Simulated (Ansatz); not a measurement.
The reference is WC (space group P-6m2, No. 187; relaxed with 0.1 eV smearing).

```yaml
crystal:
  lattice:
    - [2.91308, 0.00000, 0.00000]
    - [-1.45654, 2.52280, 0.00000]
    - [0.00000, 0.00000, 2.83585]
  atoms:
    - { symbol: W, position: [0.00000, 0.00000, 0.00000] }
    - { symbol: C, position: [0.66667, 0.33333, 0.50000] }
```

Cartesian axes are those of the cell as printed.

Method: Kohn–Sham DFT with the r2SCAN functional, run in Ansatz (a first-principles code) with PAW and 500 eV plane waves, no spin-orbit coupling, earlier PAW set.

Now apply this change: tensile biaxial strain of 2.36 % in the plane normal to [001], as in epitaxy on a mismatched substrate; the out-of-plane cell vector and the atoms relax.

### Question
How does this affect the out-of-plane strain?

### Answer
The out-of-plane strain comes out as -0.78 %.

Stability against distortions was not tested. The final runs are not spin-polarised.
